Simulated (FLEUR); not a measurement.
Worked example: self-consistent single point of LuAs (Fm-3m, 2 atoms in the cell) in FLEUR

Level of theory: FLEUR with LDA (Vosko-Wilk-Nusair), all-electron FLAPW (FLEUR), scalar-relativistic valence.

This input was run:

Input of the input generator:

```
LuAs crystal
&input film=f /
0.0000000000 5.3634017897 5.3634017897
5.3634017897 0.0000000000 5.3634017897
5.3634017897 5.3634017897 0.0000000000
1.0
1.0 1.0 1.0

2
71 0.5000000000 0.5000000000 0.5000000000
33 0.0000000000 0.0000000000 0.0000000000

&comp jspins=1 /
&exco xctyp='vwn' /
&kpt div1=8 div2=8 div3=8 gamma=t /
&end /
```

```xml
<?xml version="1.0" encoding="UTF-8" standalone="no"?>
<fleurInput fleurInputVersion="0.39">
   <comment>
      LuAs crystal                                                                                        
   </comment>
   <calculationSetup>
      <cutoffs Kmax="4.5" Gmax="22.5" GmaxXC="22.5" numbands="0"/>
      <scfLoop itmax="80" minDistance="0.00001" maxIterBroyd="15" imix="Anderson" alpha="0.05" precondParam="0.0" spinf="2.0"/>
      <coreElectrons ctail="T" frcor="F" kcrel="0" coretail_lmax="0"/>
      <xcFunctional name="vwn" relativisticCorrections="F"/>
      <magnetism jspins="1"/>
      <soc l_soc="F" theta="0.0" phi="0.0" spav="F"/>
      <expertModes spex="0" secvar="F"/>
      <geometryOptimization l_f="T" forcealpha="1.0" forcemix="BFGS" epsdisp="0.00001" epsforce="0.00001"/>
      <ldaU l_linMix="F" mixParam="0.05" spinf="1.0"/>
   </calculationSetup>
   <cell>
      <bzIntegration valenceElectrons="46.0" mode="gauss" fermiSmearingEnergy="0.00999582">
         <kPointListSelection listName="default-1"/>
         <!-- k-points included here -->
         <xi:include xmlns:xi="http://www.w3.org/2001/XInclude" href="kpts.xml"> </xi:include>
      </bzIntegration>
      <!-- symmetry operations included here -->
      <xi:include xmlns:xi="http://www.w3.org/2001/XInclude" href="sym.xml"> </xi:include>
      <bulkLattice scale="1.0">
         <bravaisMatrix>
            <row-1>    0.0000000000000000     5.3634017897000001     5.3634017897000001</row-1>
            <row-2>    5.3634017897000001     0.0000000000000000     5.3634017897000001</row-2>
            <row-3>    5.3634017897000001     5.3634017897000001     0.0000000000000000</row-3>
         </bravaisMatrix>
      </bulkLattice>
   </cell>
   <atomSpecies>
      <species name="Lutetium (Lu)" element="Lu" atomicNumber="71">
         <mtSphere radius="2.66" gridPoints="879" logIncrement="0.015"/>
         <atomicCutoffs lmax="10" lnonsphr="8"/>
         <electronConfig flipSpins="F">
            <coreConfig>(1s1/2) (2s1/2) (2p1/2) (2p3/2) (3s1/2) (3p1/2) (3p3/2) (4s1/2) (3d3/2) (3d5/2) (4p1/2) (4p3/2) (4d3/2) (4d5/2)</coreConfig>
            <valenceConfig>(5s1/2) (5p1/2) (5p3/2) (6s1/2) (4f5/2) (4f7/2) (5d3/2) (5d5/2)</valenceConfig>
            <stateOccupation state="(5d3/2)" spinUp="0.2" spinDown="0.2"/>
            <stateOccupation state="(5d5/2)" spinUp="0.3" spinDown="0.3"/>
         </electronConfig>
         <energyParameters s="6" p="6" d="5" f="4"/>
         <lo type="SCLO" l="0" n="5" eDeriv="0"/>
         <lo type="SCLO" l="1" n="5" eDeriv="0"/>
         <lo type="SCLO" l="2" n="5" eDeriv="2"/>
         <lo type="SCLO" l="3" n="4" eDeriv="2"/>
      </species>
      <species name="Arsenic (As)" element="As" atomicNumber="33">
         <mtSphere radius="2.22" gridPoints="735" logIncrement="0.017"/>
         <atomicCutoffs lmax="8" lnonsphr="6"/>
         <electronConfig flipSpins="F">
            <coreConfig>(1s1/2) (2s1/2) (2p1/2) (2p3/2) (3s1/2)</coreConfig>
            <valenceConfig>(3p1/2) (3p3/2) (4s1/2) (3d3/2) (3d5/2) (4p1/2) (4p3/2)</valenceConfig>
            <stateOccupation state="(4p1/2)" spinUp="0.5" spinDown="0.5"/>
            <stateOccupation state="(4p3/2)" spinUp="1.0" spinDown="1.0"/>
         </electronConfig>
         <energyParameters s="4" p="4" d="3" f="4"/>
         <lo type="SCLO" l="1" n="3" eDeriv="0"/>
         <lo type="SCLO" l="1" n="3" eDeriv="1"/>
         <lo type="HELO" l="2" n="4" eDeriv="0"/>
         <lo type="HELO" l="2" n="4" eDeriv="1"/>
         <lo type="SCLO" l="0" n="4" eDeriv="2"/>
         <lo type="SCLO" l="3" n="4" eDeriv="2"/>
      </species>
   </atomSpecies>
   <atomGroups>
      <atomGroup species="Lutetium (Lu)">
         <relPos label="                   1">1.000/2.000 1.000/2.000 1.000/2.000</relPos>
         <force calculate="T" relaxXYZ="TTT"/>
      </atomGroup>
      <atomGroup species="Arsenic (As)">
         <relPos label="                   2">.0000000000 .0000000000 .0000000000</relPos>
         <force calculate="T" relaxXYZ="TTT"/>
      </atomGroup>
   </atomGroups>
   <output dos="F" band="F" slice="F">
      <checks vchk="F" cdinf="F"/>
      <bandDOS minEnergy="-.5*Htr" maxEnergy="0.5*Htr" sigma="0.015" storeEVData="T"/>
      <vacuumDOS vacdos="F" integ="F" star="F" nstars="0" locx1="0.0" locy1="0.0" locx2="0.0" locy2="0.0" nstm="0" tworkf="0.0"/>
      <unfoldingBand unfoldBand="F" supercellX="1" supercellY="1" supercellZ="1"/>
      <plotting iplot="0" polar="F">
         <plot TwoD="T" vec1="  1.0  0.0  0.0" vec2="  0.0  1.0  0.0" vec3="  0.0  0.0  1.0" zero="  0.0  0.0  0.0" file="plot"/>
      </plotting>
      <chargeDensitySlicing numkpt="0" minEigenval="0.0" maxEigenval="0.0" nnne="0" pallst="F"/>
      <specialOutput eonly="F"/>
      <magneticCircularDichroism mcd="F" energyLo="-10.0" energyUp="0.0"/>
   </output>
  <!-- We include the file relax.xml here to enable relaxations (see documentation) -->
  <xi:include xmlns:xi="http://www.w3.org/2001/XInclude" href="relax.xml"> <xi:fallback/> </xi:include>
</fleurInput>
```

Output (repeated stretches shortened):

```
      Welcome to FLEUR        (www.flapw.de)
      MaX-Release 8.1          (www.max-centre.eu)

 ========== k-point set info ==========
 Selected k-point list: default-1
 k-point list type: mesh
 8 x 8 x 8
 Number of k points: 29

 ------------Calculation Setup---------------------------
 Number of basis functions:          615
 Iteration:     1   Distance:       9.10422229 me/bohr^3
 Iteration:     2   Distance:       8.01281675 me/bohr^3
 Iteration:     3   Distance:       4.81518246 me/bohr^3
 Iteration:     4   Distance:       2.31949027 me/bohr^3
 Iteration:     5   Distance:       2.03556556 me/bohr^3
 Iteration:     6   Distance:       0.75683635 me/bohr^3
   [... 7 lines left out ...]
 Iteration:    14   Distance:       0.00003428 me/bohr^3
 Iteration:    15   Distance:       0.00005538 me/bohr^3
 Iteration:    16   Distance:       0.00004639 me/bohr^3
 Iteration:    17   Distance:       0.00002096 me/bohr^3
 Iteration:    18   Distance:       0.00000422 me/bohr^3
 Run finished successfully
 Stop message:
   Structural relaxation: Done

[file out, last iteration]
             iter=     19
          p o t e n t i a l   g e n e r a t o r
[...]
          integral of pseudo charge density inside the slab=        0.000000   0.000000
     coulomb potential in the interstitial region:
          density-coulomb potential integrals
          total density-coulomb potenti   -28256.2219216797
          density-effective potential integrals for spin  1
          total density-effective poten   -2.8752767912E+04
          charge density-energy density integrals
          total charge density-energy d   -3.7428627598E+02
 Updated energy parameters for spin:           1
  Atom    1 6s branch from -1.72 to  1.88 htr. ; e_l =  0.2197
  Atom    1 6p branch from -0.58 to  2.71 htr. ; e_l =  0.3540
  Atom    1 5d branch from -6.53 to  0.89 htr. ; e_l =  0.3665
  Atom    1 4f branch from -9.99 to  0.15 htr. ; e_l =  0.1622
  Atom    1 5s branch from-17.28 to -1.72 htr. ; e_l(l -1.7416
  Atom    1 5p branch from-12.61 to -0.58 htr. ; e_l(l -0.6806
  Atom    1 5d branch from -6.53 to  0.89 htr. ; e_l(l  0.3639
  Atom    1 4f branch from -9.99 to  0.15 htr. ; e_l(l  0.1435
  Atom    2 4s branch from -6.41 to  0.76 htr. ; e_l = -0.0923
  Atom    2 4p branch from -4.35 to  1.45 htr. ; e_l =  0.1722
  Atom    2 3d branch from -9.99 to -0.94 htr. ; e_l = -0.9441
  Atom    2 4f branch from -9.99 to  3.49 htr. ; e_l =  0.5570
  Atom    2 3p branch from-47.31 to -4.35 htr. ; e_l(l -4.3539
  Atom    2 3p branch from-47.31 to -4.35 htr. ; e_l(l -4.3539
  Atom    2-4d branch from  1.98 to  1.98 htr. ; e_l(l  1.9805
  Atom    2-4d branch from  1.98 to  1.98 htr. ; e_l(l  1.9805
  Atom    2 4s branch from -6.41 to  0.76 htr. ; e_l(l -0.0923
  Atom    2 4f branch from -9.99 to  3.49 htr. ; e_l(l  0.5570
[...]
 fermi energy and band-weighting factors:
at   0.00000   0.00000   0.00000   k-weight:    0.001953
   36 eigenvalues :
   -4.351335   -4.351335   -4.351335   -1.741710   -0.954991   -0.954991   -0.954370   -0.954370
   -0.954370   -0.662252   -0.662252   -0.662252   -0.107438    0.136412    0.136412    0.136412
   [... lines left out ...]
          first approx. to ef    (T=0)  :   0.315595 htr   (energy of the highest occ. eigenvalue)
          total moment                 =     0.00000
 Direct bandgap for spin            1 :    3.3437144054897283E-002  Htr
   [... lines left out ...]
          0.00002582  electrons lost from core.
          total charge for spin  1=  103.999999
          interst. charge =       3.852788
          mt charge=             69.005258   31.141954
          total charge  =  103.999999
          zc=   104.000000     qfix=    1.000000
     t o t a l  e n e r g y
          sum of eigenvalues =            -10203.4473180599
          density-coulomb potential int   -28256.2219216797
          density-effective potential i   -28752.7679115155
          charge density-ex.-corr.energ     -374.2862759843
          el.-nucl. inter. diff. m.t.      18106.1213598557
          Madelung term for atom type:       -35.8888091853
          el.-nucl. inter. diff. m.t.       2717.4845557608
          Madelung term for atom type:       -17.9601758108
 ---->    total energy=                   -16830.5315439812 htr
 ---->    (input%tkb*entropy) TS=              0.0000000000 htr
 ---->    free energy=                    -16830.5315439812 htr
      extrapolation for T->0
 ---->    total electron energy=          -16830.5315439812 htr
 ***** TOTAL FORCES ON ATOMS *****
 TOTAL FORCE FOR ATOM TYPE=  1  X=  5.363   Y=  5.363   Z=  5.363
                       FX_TOT= 0.000000 FY_TOT= 0.000000 FZ_TOT= 0.000000
 TOTAL FORCE FOR ATOM TYPE=  2  X=  0.000   Y=  0.000   Z=  0.000
                       FX_TOT= 0.000000 FY_TOT= 0.000000 FZ_TOT= 0.000000
 Structural relaxation: Done
```

The run converged in 18 iterations. FLEUR gives forces in its relaxation mode, with a further iteration, so its stop message speaks of a relaxation.

The starting cell comes from a database of computed structures (which also holds hypothetical and non-ambient phases and stackings), without a prior relaxation at this level. Spin-orbit coupling is off. Values depend on the basis (sphere radii, cutoffs, local orbitals), which need not be converged. No gap is read from this output. The log's line on a gap gives a spacing of levels on this mesh, which the program prints for metals too.

Cost on one core of a shared machine: roughly 3 min.
